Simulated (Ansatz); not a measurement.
**PBE against r2SCAN: hypothetical fluorite ZrS2, 3 layers**

Take ZrS$_{2}$ in the fluorite structure (space group Fm-3m, No. 225; a = 6.263 Å; a hypothetical phase, not in the database extracts checked) as the base. Axes: x, y, z lie along the cube axes.

(Cell as relaxed with PBE.)

Levels (all Ansatz, a program for electronic structure, PAW, earlier PAW set): PBE (420 eV, scalar-relativistic without spin-orbit coupling); r2SCAN (500 eV, spin-orbit coupling left out).

Each level relaxes its own structure.

```
base                      PBE    r2SCAN
-------------------  --------  --------
volume per atom      20.48 Å³  20.41 Å³
lattice parameter a   6.263 Å   6.257 Å
band gap                 zero   0.13 eV
```

It is then changed as follows: a free-standing slab of 3 layers (9 atoms, 3 a layer) is cut normal to [111], with 15 Å of vacuum and the in-plane cell held at bulk.

| quantity | PBE | r2SCAN |
|---|---|---|
| excess energy per area of both faces (slab less bulk energy over the cell's area: twice a surface energy) (uncertain by up to 0.09 J/m²) | 0.4 J/m² | 0.6 J/m² |
| band gap | 0.83 eV | 1.11 eV |
| shortest interatomic distance | 2.586 Å | 2.589 Å |
| gap character | indirect, M → Γ | indirect, M → Γ |

PBE's excess energy per area of both faces lies 0.14 J/m² below r2SCAN's; PBE's band gap lies 0.28 eV below r2SCAN's; PBE's shortest interatomic distance lies 0.003 Å below r2SCAN's (0.1 %); the two agree on the gap character. Neither level is exact; r2SCAN is the comparison here, not a measurement.

The excess energy carries the mismatch between the slab's and the bulk's meshes. Stability against distortions was not tested. The final runs are not spin-polarised. A zero or small gap of ZrS2 can be the functional's error rather than a property of the material. Labels are those of the standard path for the cell's own space group.
